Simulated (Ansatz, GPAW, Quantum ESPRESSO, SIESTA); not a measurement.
## Code comparison for MgNiF6 (R-3, 8 atoms in the cell)

Self-consistent single point.

```yaml
crystal:
  lattice:
    - [2.40148, 1.38649, 4.35708]
    - [-2.40148, 1.38649, 4.35708]
    - [0.00000, -2.77298, 4.35708]
  atoms:
    - { symbol: Mg, position: [0.50000, 0.50000, 0.50000] }
    - { symbol: Ni, position: [0.00000, 0.00000, 0.00000] }
    - { symbol: F, position: [0.37297, 0.76937, 0.09415] }
    - { symbol: F, position: [0.62703, 0.23063, 0.90585] }
    - { symbol: F, position: [0.09415, 0.37297, 0.76937] }
    - { symbol: F, position: [0.90585, 0.62703, 0.23063] }
    - { symbol: F, position: [0.76937, 0.09415, 0.37297] }
    - { symbol: F, position: [0.23063, 0.90585, 0.62703] }
```

Shared settings, as Ansatz (a quantum-chemistry and plane-wave program) writes them: kpoints.mp_grid.grid = 2 2 2; scf.occupations.method = fermi_dirac; scf.occupations.width = 0.136 eV. Potentials and cutoffs stand in the table.

```tsv
code	model	pressure (GPa)	largest force (eV/Å)	gap on the mesh (eV)	cutoff
Quantum ESPRESSO	LDA (PZ), GBRV 1.5 ultrasoft (LDA) pseudopotentials	-4.36	0.166	1.378	50 Ry
SIESTA	LDA PW92, numerical atomic orbitals TZP, PseudoDojo LDA standard norm-conserving potentials (rewritten from UPF to PSML)	-9.59	0.054	1.162	grid 300 Ry
GPAW	LDA (Perdew-Wang 92), GPAW PAW datasets LDA (gpaw-data 1.0.1)	–	0.146	1.363	900 eV
Ansatz	LDA (PW92), PAW files made with PBE	-5.68	0.256	1.312	default
```

A dash marks a value that a program does not give, or that is left out as unsure.

Gaps are read on the mesh.

The spread over the programs that give each value: pressure within 5.23 GPa; largest force within 0.202 eV/Å; gap on the mesh within 0.216 eV.

SIESTA uses small atom-centred bases, whose incompleteness enters pressures, forces and empty levels differently from a plane-wave cutoff. Ansatz's pressure is given at a fixed set of plane waves, as the other plane-wave codes print theirs; with its correction for the finite basis it is -4.94 GPa (the shift of 0.74 GPa shows how far the cutoff is from converged). The pressure of GPAW is left out: its cutoff lies under the one at which its stress was checked. The same LDA comes in different parametrisations, which differ slightly. In the pressure, SIESTA (by 4.57) lies more than 1 GPa from the median of the plane-wave programs. In the gap, SIESTA (by 0.201) lies more than 0.12 eV from the median of the plane-wave programs. In the force vectors, SIESTA (by 0.199) and Ansatz (by 0.103) lie more than 0.08 eV/Å from the median of the plane-wave programs.

On the base mesh (6 6 6) the same programs gave: Ansatz pressure -5.69 GPa, gap on the mesh 1.308 eV; Quantum ESPRESSO pressure -4.37 GPa, gap on the mesh 1.375 eV; SIESTA pressure -9.62 GPa, gap on the mesh 1.155 eV.

The starting cell comes from a database of computed structures (which also holds hypothetical and non-ambient phases and stackings), without a prior relaxation at this level.

Left out of this page: CP2K (on another mesh).

Keys are those of Ansatz 0.2.
